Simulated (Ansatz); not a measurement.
A self-consistent single point of CdO (Fm-3m, 2 atoms in the cell) with Ansatz (a first-principles code)

Method: PBE (plane waves, PAW; Ansatz).

Input as run:

Ansatz 0.2 input:
```yaml
crystal:
  lattice:
    - [0.000000, 2.350000, 2.350000]
    - [2.350000, 0.000000, 2.350000]
    - [2.350000, 2.350000, 0.000000]
  atoms:
    - { symbol: Cd, position: [0.000000, 0.000000, 0.000000] }
    - { symbol: O, position: [0.500000, 0.500000, 0.500000] }
basis:
  ecutwfc: 420.0 eV
kpoints:
  mp_grid: { grid: [8, 8, 8] }
hamiltonian:
  xc: pbe
  pseudopotentials: { kind: paw }
scf:
  occupations: { method: fermi_dirac, width: 0.02 eV }
output:
  forces: true
  eigenvalues: true
  stress: true
```

The program printed (abridged):

```
WARN ansatz: RAYON_NUM_THREADS=1 ignored (pool sized by the plan → 1); use --threads N
Pseudopotentials: kind: paw
Pseudopotential: Cd, paw, valence charge 20
Pseudopotential: O, paw, valence charge 6
Crystal: 2 atoms, lattice volume = 25.956 Å³
Basis set: ecut = 420 eV, 531 PW (Γ), exchange–correlation on 48×48×48 points (8 copies of the dense FFT grid, shifted against one another)
Bands: 17, of which v1, the nominal top of the filled ones, is band 13 counted from 1 (12 counted from 0)
Symmetry: 48 space group operations
Space group: Fm-3m (ITA 225), of the structure as read, at distance tolerance 3.0e-5 Å
k-points: 29 of 512
Initial density: superposition of atomic densities (neutral atoms: chi_scale 0, normalization atom), corrected by the library's trained network
Initial wavefunctions: pseudopotential atomic-orbital guess
Eigensolver: davidson
Functional: x = pbe(κ = 0.804, μ = 0.2195149727645171), c = pbe(β = 0.06672455060314922)
SCF iter   1: F=—  HF=-8821.420551 eV  |F-HF|=—  |Δ(HF+E_count)|=         —  Δρ=1.02e-3  dr2=1.37e-4  ethr=1.77e-3  ⟨swp⟩=5.0  Hψ=2256  notcnv=0
all-band conjugate gradients solve this SCF's bands
preconditioner: auto → none
SCF iter   2: F=—  HF=-8821.420929 eV  |F-HF|=—  |Δ(HF+E_count)|=   3.78e-4  Δρ=3.44e-4  dr2=6.75e-6  ethr=5.28e-7  ⟨swp⟩=2.7  Hψ=1128  notcnv=0
SCF iter   3: F=—  HF=-8821.420976 eV  |F-HF|=—  |Δ(HF+E_count)|=   4.74e-5  Δρ=1.49e-4  dr2=1.31e-6  ethr=2.59e-8  ⟨swp⟩=2.0  Hψ=750  notcnv=0
iter 4 did not close the SCF: its close was put off for the readings that it lacked (scf_convergence_deferred on its scf_iter line)
SCF iter   4: F=-8821.420984 eV  HF=-8821.420984 eV  |F-HF|=2.24e-8  |Δ(HF+E_count)|=   7.48e-6  Δρ=1.36e-5  dr2=2.29e-8  ethr=5.03e-9  ⟨swp⟩=2.0  Hψ=755  notcnv=0
iter 5 did not close the SCF: its close was put off for the readings that it lacked (scf_convergence_deferred on its scf_iter line)
SCF iter   5: F=-8821.420984 eV  HF=-8821.420984 eV  |F-HF|=6.33e-10  |Δ(HF+E_count)|=   3.16e-8  Δρ=2.45e-6  dr2=6.75e-10  ethr=8.81e-11  ⟨swp⟩=2.0  Hψ=755  notcnv=0
SCF iter   6: F=-8821.420984 eV  HF=-8821.420984 eV  |F-HF|=2.18e-11  |Δ(HF+E_count)|=  6.62e-10  Δρ=4.03e-7  dr2=3.81e-11  ethr=2.60e-12  ⟨swp⟩=1.0  Hψ=1364  notcnv=0
SCF 1 converged in 6 iterations: F = -8821.420984 eV  dr2 = 3.81e-11
SCF converged after 6 iterations
Free energy (F): -8821.420984 eV
Harris-Foulkes:  -8821.420984 eV  (|F-HF|=2.18e-11)
Internal energy: -8821.420695 eV  (E = F + TS)
E sigma→0 (E₀):  -8821.420839 eV
Entropy (-TS):   -0.000289 eV (-0.145 meV/atom)
Fermi energy:    12.724454 eV
--- Per-component energies (eV) ---
  E_band       = -352.181089
  E_kinetic    = 680.092646
  E_local      = -3036.392376  (includes V_loc(G=0)·N_el)
  E_nonlocal   = 83.874016
  E_hartree    = 1407.340607
  E_xc         = -250.360075
  E_vxc        = -315.637980  (∫ρ·V_xc dr)
  E_paw        = -4243.114762  (= ΣΔE_a)
  E_vpaw       = -578.800864  (= ΣTr[D̂ρ^β])
  E_aug_tail   = 0.002387  (compensation charges beyond the density's cutoff)
  E_ewald      = -3462.863137
  E_smearing   = -0.000289  (= −TS)
  E_closure    = -0.000000  (closes the sum)
  Σ components = -8821.420984   (vs F -8821.420984, Δ=0.00e0)
--- Forces (eV/Å), atoms counted from 1 ---
  atom   1  Cd    -0.00000000     0.00000000    -0.00000000
  atom   2  O      0.00000000    -0.00000000    -0.00000000
  max |Σ_I F_I| component: 1.61e-29 eV/Å
--- Stress (GPa, compression-positive) ---
        5.997304       0.000000       0.000000
        0.000000       5.997304      -0.000000
        0.000000       0.000000       5.997304
  P = ⅓ Tr σ = 5.9973 GPa (59.973 kbar)
  The stress holds the Pulay correction. Without it, at fixed plane waves, as pw.x and ABINIT print it: P = 5.4808 GPa
--- Band table (eV; the first three rows and the last of 29) ---
  k-point 0: bands = ["-87.7223", "-48.8132", "-48.8132", "-48.8132", "-4.6723", "5.9831", "5.9831", "5.9831", "6.2871", "6.2871", "11.3226", "11.3226", "11.3226", "12.2729", "27.2007", "29.7177", "29.7177"]
  k-point 1: bands = ["-87.7222", "-48.8156", "-48.8135", "-48.8135", "-4.5663", "5.9171", "5.9948", "5.9948", "6.1990", "6.1990", "10.1961", "11.5364", "11.5364", "13.6338", "25.6420", "28.4882", "28.4882"]
  k-point 2: bands = ["-87.7218", "-48.8215", "-48.8144", "-48.8144", "-4.2979", "5.6558", "5.7635", "5.7635", "6.2876", "6.2876", "9.2398", "12.0247", "12.0247", "15.3125", "22.8750", "26.5567", "26.5567"]
  k-point 28: bands = ["-87.7210", "-48.8243", "-48.8243", "-48.8198", "-3.9285", "5.7920", "5.8565", "5.8565", "6.6729", "6.8781", "9.6972", "9.6972", "10.8163", "18.7034", "21.5968", "21.5968", "23.4371"]
```

The run converged in 6 iterations.

The starting cell has typed, rounded lattice constants, without a prior relaxation at this level. With a pressure of about 6 GPa the cell is away from its equilibrium volume at this level. Ansatz's pressure includes its estimate of the finite-basis (Pulay) stress. Without the estimate this run gives 5.48 GPa. The run gives no clean gap (levels at the Fermi energy touch, overlap or are partly filled at this smearing), which alone does not show that the compound is a metal.
